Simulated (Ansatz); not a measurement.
The starting structures come from a database of crystals and need not be the phases stable at ambient conditions.

Given:

```xyz
2
Lattice="3.0249 0.0000 0.0000 -1.5125 2.6197 0.0000 1.5125 0.8732 2.4214" Properties=species:S:1:pos:R:3 pbc="T T T"
Mg     0.0000     0.0000     0.0000
O      3.0249     1.7464     1.2107
```

The cell is strained (lengths across the current scaled by 1.02, ions clamped); by r2SCAN it stands under a pressure of -5.0 GPa.

Transport runs along the normal of the first two printed cell vectors, the (111) (indices of the unstrained crystal) plane of the conventional cell.

The gap is the functional's own, uncorrected, and κ follows it; spin-orbit coupling is left out. Mid-gap means the computed energy nearest the middle.

Task: Estimate the band gap and the smallest decay constant κ at mid-gap that r2SCAN (Ansatz, an electronic-structure program) returns for this system.

Result: Gap 5.26 eV on a 14×14×14 mesh; κ = 0.346 1/Å, at the zone centre.
